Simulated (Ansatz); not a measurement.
Input and output of a zone-centre phonon calculation for Zn7Mo (Fm-3m, 8 atoms in the cell) (Ansatz, a program for electronic structure).

Method of the run: LDA (PW92), default PAW files made with PBE (plane waves; Ansatz).

```yaml
crystal:
  lattice:
    - [0.00000, 3.87310, 3.87310]
    - [3.87310, 0.00000, 3.87310]
    - [3.87310, 3.87310, 0.00000]
  atoms:
    - { symbol: Zn, position: [0.00000, 0.00000, 0.50000] }
    - { symbol: Zn, position: [0.50000, 0.50000, 0.00000] }
    - { symbol: Zn, position: [0.50000, 0.00000, 0.00000] }
    - { symbol: Zn, position: [0.00000, 0.50000, 0.50000] }
    - { symbol: Zn, position: [0.00000, 0.50000, 0.00000] }
    - { symbol: Zn, position: [0.50000, 0.00000, 0.50000] }
    - { symbol: Zn, position: [0.50000, 0.50000, 0.50000] }
    - { symbol: Mo, position: [0.00000, 0.00000, 0.00000] }
```

Reference input (self-consistent single point, DFT, LDA (PW92), plane waves, default PAW files made with PBE): basis.ecutwfc = 420 eV; kpoints.mp_grid.grid = 8 8 8; hamiltonian.xc = lda; hamiltonian.pseudopotentials = {kind: paw} (the program's default PAW files); scf.occupations.method = fermi_dirac; scf.occupations.width = 0.1 eV. This run's input differs from it in these lines:

```diff
@@ -24,6 +24,4 @@
   occupations: { method: fermi_dirac, width: 0.1 }
-output:
-  forces: true
-  eigenvalues: true
-  stress: true
+phonons:
+  method: dfpt
```

Log, with long lists cut:

```
SCF iter   1: F=—  HF=-27566.698552 eV  |F-HF|=—  |Δ(HF+E_count)|=         —  Δρ=1.15e-2  dr2=2.90e-1  ethr=1.77e-3  ⟨swp⟩=8.3  Hψ=38268  notcnv=0  defer=28
all-band conjugate gradients solve this SCF's bands
preconditioner: auto → Kerker (q_TF=auto, 2.652 Å⁻¹)
SCF iter   2: F=—  HF=-27566.670867 eV  |F-HF|=—  |Δ(HF+E_count)|=   2.77e-2  Δρ=5.60e-3  dr2=9.06e-2  ethr=2.96e-4  ⟨swp⟩=1.0  Hψ=10200  notcnv=0  defer=28
   [... lines left out ...]
SCF iter   8: F=—  HF=-27566.659107 eV  |F-HF|=—  |Δ(HF+E_count)|=   7.10e-7  Δρ=8.42e-6  dr2=9.53e-8  ethr=2.61e-9  ⟨swp⟩=2.0  Hψ=14986  notcnv=0  defer=31
SCF iter   9: F=—  HF=-27566.659107 eV  |F-HF|=—  |Δ(HF+E_count)|=   5.28e-9  Δρ=2.90e-6  dr2=8.02e-9  ethr=9.72e-11  ⟨swp⟩=2.0  Hψ=15056  notcnv=0  defer=31
SCF iter  10: F=—  HF=-27566.659107 eV  |F-HF|=—  |Δ(HF+E_count)|=   1.80e-9  Δρ=4.18e-7  dr2=1.28e-10  ethr=8.18e-12  ⟨swp⟩=2.0  Hψ=14275  notcnv=0  defer=31
SCF iter  11: F=-27566.659107 eV  HF=-27566.659107 eV  |F-HF|=3.64e-12  |Δ(HF+E_count)|=  7.28e-12  Δρ=9.52e-8  dr2=8.43e-12  ethr=1.00e-12  ⟨swp⟩=10.5  Hψ=54231  notcnv=0
SCF 1 converged in 11 iterations: F = -27566.659107 eV  dr2 = 8.43e-12
DFPT response loops at Γ: preconditioner auto → Kerker (q_TF=auto, 2.652 Å⁻¹) (partly filled bands, converged f_vac=0.000) …
the run's response loops start from zero, take more passes and end by a threshold …
Free energy (F): -27566.659107 eV
Internal energy: -27566.579338 eV  (E = F + TS)
E sigma→0 (E₀):  -27566.619223 eV
Entropy (-TS):   -0.079768 eV (-9.971 meV/atom)
Fermi energy:    12.374102 eV
   [... lines left out ...]
  ASR residual per site (eV/Å²): 3.81e-5 3.81e-5 3.81e-5 3.81e-5 3.81e-5 3.81e-5 4.99e-5 9.21e-4
  Γ frequencies (cm⁻¹): 0.00 0.00 0.00 38.44 38.44 38.44 86.43 86.43 93.59 93.59 93.59 125.80 125.80 125.80 128.32 128.32 128.32 176.23 176.23 176.23 189.95 218.06 218.06 218.06
  non-analytic LO–TO correction: not included (Born effective charges unavailable; polar crystals: no LO–TO splitting at Γ)
```

The run converged in 11 iterations. 

Summary of the result:
Free energy E − TS (on the zero of these files): -27566.6591 eV
Fermi level (on the code's own zero): 12.37 eV
Zone-centre frequencies (cm⁻¹; negative means imaginary): 0, 0, 0, 38, 38, 38, 86, 86, 94, 94, 94, 126, 126, 126, 128, 128, 128, 176, 176, 176, 190, 218, 218, 218

The starting cell comes from a database of computed structures (which also holds hypothetical and non-ambient phases and stackings), without a prior relaxation at this level. Its lattice was rescaled by up to half a per cent. Spin polarisation is off.

Cost on one core of a shared machine: roughly 20 min.

Keys are those of Ansatz 0.2.
